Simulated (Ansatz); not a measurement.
## Cs (Fm-3m, No. 225, 1 atom in the cell; start mp-1055940; another form than the element's usual one)

All values below come from r²SCAN in Ansatz (plane waves, PAW).

Numerical settings: plane-wave cutoff 560 eV, 12×12×12 k mesh, Fermi–Dirac smearing 0.05 eV, scalar-relativistic PAW data made under PBE.

Cell (relaxed at this level):

```
Cs
1.0
    0.00000     3.96280     3.96280
    3.96280     0.00000     3.96280
    3.96280     3.96280     0.00000
Cs
1
Direct
  0.00000   0.00000   0.00000
```

```
Property         Result
--------  -------------
band gap  zero (no gap)
```

Note: the relaxation could not lower the start's symmetry, so the cell can be a saddle point above a distorted one.

Spin–orbit coupling is not included.

Static lattice: no zero-point or thermal effects.

A start named mp-… is a Materials Project structure, which need not be a measured phase.

Ansatz is a program for electronic structure.
